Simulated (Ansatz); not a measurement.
## MgSe: isotropic strain −2.50 %

Start from MgSe in the rock salt structure (space group Fm-3m, No. 225; a = 5.4724 Å).

The change: every lattice vector is shortened by 2.50 %, atoms relaxed at fixed cell.

All numbers come from r2SCAN/PAW in Ansatz (a first-principles code), scalar-relativistic without spin-orbit coupling. Settings: 10×10×10 k-points, 0.05 eV Fermi–Dirac smearing.

The volume per atom shrinks by 1.498 Å³ (20.48 Å³ → 18.99 Å³) and the space group remains Fm-3m (No. 225). The shortest interatomic distance shrinks by 0.068 Å, from 2.736 Å to 2.668 Å and the energy rises by 26 meV/atom. The pressure increases by 5.87 GPa, from -0.01 GPa to 5.86 GPa and the band gap increases by 0.13 eV, from 2.48 eV to 2.61 eV. The gap character stays indirect, Γ → X and the smallest direct gap grows by 0.57 eV, from 3.44 eV to 4.01 eV. The mean gap deformation potential ΔEg/Δln V is -1.7 eV and the width of the top valence band increases by 0.24 eV (2.47 eV → 2.71 eV). The electron mass goes from 0.48 mₑ along k, 0.25 mₑ across (at X) to 0.49 mₑ along k, 0.25 mₑ across (at X) and the hole mass (degenerate bands, along [100]) goes from 0.20, 0.79, 0.79 mₑ (at Γ) to 0.21, 0.73, 0.73 mₑ (at Γ). The valley order (the lowest conduction-band minima on the path, energy above the VBM, named in the base's zone) changes from X along ⟨100⟩ 2.48 eV; Γ 3.44 eV to X along ⟨100⟩ 2.61 eV; Γ 4.01 eV.

Effective masses come from finite differences of ±0.01 Å⁻¹. Along k means along the line from Γ to the band edge. Stability against distortions was not tested.
